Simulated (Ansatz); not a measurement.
GaAs (model structure, started from the BN type, Pm-3n, No. 223, 12 atoms in the cell): band gap by level of theory

No measured value is used here.

```
level (code)              value (eV)  cell (Å³/atom)
---------------------  -------------  --------------
LDA (Ansatz)           0.33 (direct)           27.54
PBEsol (Ansatz)        0.28 (direct)           28.38
PBEsol+SOC (Ansatz)    0.20 (direct)           28.38
r²SCAN (Ansatz)        0.78 (direct)           28.44
r²SCAN+SOC (Ansatz)    0.72 (direct)           28.38
r²SCAN+rVV10 (Ansatz)  0.83 (direct)           28.16
HSE06 (Ansatz)         1.20 (direct)           28.38
```

Computed values are for a static lattice. Levels without +SOC have no spin–orbit coupling; where heavier elements are present it shifts gaps, mostly down, and can invert bands.  PBEsol+SOC, r²SCAN+SOC: the gap is read on the k mesh or supercell of the run alone and can be too large. Values are at the level's own equilibrium cell; PBEsol+SOC at the PBEsol cell; r²SCAN+SOC at the PBEsol cell; HSE06 at the PBEsol cell. Cutoffs and k meshes differ between the levels. Ansatz's density-functional and Hartree–Fock values are scalar-relativistic unless marked +SOC, with PAW data made under PBE.

A model structure was made by putting elements into a prototype or built by hand; it is no filed structure, need not be a known phase, and can be a saddle point held by its symmetry.

Ansatz is an electronic-structure program.
